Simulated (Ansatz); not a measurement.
Consider F vacancy in fluorite, charge state +1. All values below come from PBE, PAW (plane waves to 420 eV; Ansatz, a first-principles code).

Cell of 96 host sites held at the relaxed PBE lattice; the Γ point alone; Fermi-Dirac width 0.01 eV, spin-restricted; finite-size errors left in. Static, classical nuclei. The charge state is imposed; whether it is stable for some Fermi level was not computed. Forms of the defect that were not tried may lie lower.

Barriers: single points on a 2×2×2 k-point mesh shifted by half a step at the bands' geometries.

The only route run: one F atom jumps into the vacancy from a nearby F site; the atom moves 2.28 Å along (0.00, -0.41, 0.00) of the unit cell; the moving atom starts with neighbours 2 Ca at 2.34, 2 Ca at 2.54; 4 F at 2.78, F at 2.99 Å and ends with 2 Ca at 2.34, 2 Ca at 2.54; 4 F at 2.78, F at 2.99 Å. Its barrier is 0.23 eV. The saddle point's order was not checked, and it lies on a symmetry element of the cell, where a band can be held. The defect has 6 equivalent sites to jump to, 2.76 Å away. Attempt frequency: take 10 THz as a typical guess.

**Question.** Estimate the defect's diffusion coefficient at 300 K, how far it wanders in 1 s, and how much an error of 0.1 eV in the barrier would matter.

**Answer.** kT = 0.0259 eV, so each jump happens at Γ = ν exp(−E/kT) = 1.0e13 × exp(−8.90) ≈ 1.4e+09 s⁻¹. For uncorrelated jumps in a cubic host D = z λ² Γ / 6 = 6 × (2.76e-8 cm)² × 1.4e+09 / 6 ≈ 1.1e-06 cm²/s. The root-mean-square distance is √(6Dt) ≈ 30 µm. An error of 0.1 eV changes D by a factor exp(0.1/kT) ≈ 48, and the distance by its square root. This is the isolated defect's own diffusivity; trapping, its concentration and zero-point motion are left out.
